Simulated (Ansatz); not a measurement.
**MgS: energy against strain**

MgS (rock salt, Fm-3m, 16.868 Å³/atom at rest) under an equal strain ε in the (111) plane with the normal axis free, as in a coherent film. LDA in Ansatz, a plane-wave DFT program (PAW, default set), 420 eV, 11×11×11 Γ-centred mesh, Fermi-Dirac smearing 0.05 eV; ions are relaxed within the symmetry of each cell.

Here s stands for strain and y for E less E0.

| strain (%) | E less E0 (meV/atom) |
|---|---|
| -2.50 | ? |
| -1.25 | 3.01 |
| -0.83 | 1.31 |
| -0.42 | 0.33 |
| 0.00 | 0.00 |
| 0.42 | 0.33 |
| 0.83 | 1.28 |
| 1.25 | 2.87 |

**Question.** Using a parabola, estimate the missing y at s = -2.50 from the other rows, showing the fit.

**Answer.** Least squares gives y = -0.001 - 0.0412·s + 1.8824·s². Residuals (row less fit): 0.018, -0.020, -0.018, 0.001, 0.016, 0.018, -0.019; standard error 0.022 (degrees of freedom: 4). Twice the quadratic coefficient over the volume, 2 × 1.8824 meV × 10⁴ × 0.1602 / 16.868 Å³, is twice the biaxial elastic modulus of this plane = 358 ± 3 GPa. At the withheld row, y = -0.001 - 0.0412 × (-2.50) + 1.8824 × (-2.50)² = 11.867 meV/atom. The calculation gives 12.39 meV/atom, 0.523 meV/atom above the prediction (4.2 % of the range of y in the table). The row lies outside the fitted rows, so this is an extrapolation. From the scatter of the fitted rows alone, a prediction at this place has a standard error of 0.086 meV/atom, so the miss is 6.1 times that.

One order more, fitted to all 13 runs of the series, follows each within 0.01, so the miss is the next term of a smooth law. Rows are the converged runs of the series near zero and its far end; series whose fitted rows scatter by over a few per cent of the range, as at a crossing or softening among them, aren't shown in this form. Most that stay on the fit to the last digits aren't either.
